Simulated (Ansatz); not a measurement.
Base system: WC (space group P-6m2, No. 187; a = 2.913 Å, c = 2.836 Å; relaxed with 0.1 eV smearing). Axes: x lies along a and z along c of the hexagonal cell.

All numbers come from plane-wave PAW DFT at the r2SCAN level (Ansatz, a first-principles code, 500 eV), no SOC, earlier PAW set.

Strains are applied to the cell and any free atomic positions relax; under biaxial strain the out-of-plane vector relaxes too.

One change was made to it. Results:

The pressure (mean of the normal stresses, compression positive) goes from zero to 13.8 GPa; the shortest interatomic distance decreases by 0.0194 Å (2.200 Å → 2.180 Å).

Question: Which of these changes matches the shifts?
A. biaxial strain +0.18 %, plane normal [001], relaxed out of plane
B. biaxial strain −2.07 %, plane normal [001], relaxed out of plane
C. isotropic strain −3.88 %

Answer: B, biaxial strain −2.07 %, plane normal [001], relaxed out of plane. For comparison, the pressure in the other runs: biaxial strain +0.18 %, plane normal [001], relaxed out of plane gives -1.1 GPa; isotropic strain −3.88 % gives 61.6 GPa.

Stability against distortions was not tested. The final runs are not spin-polarised.
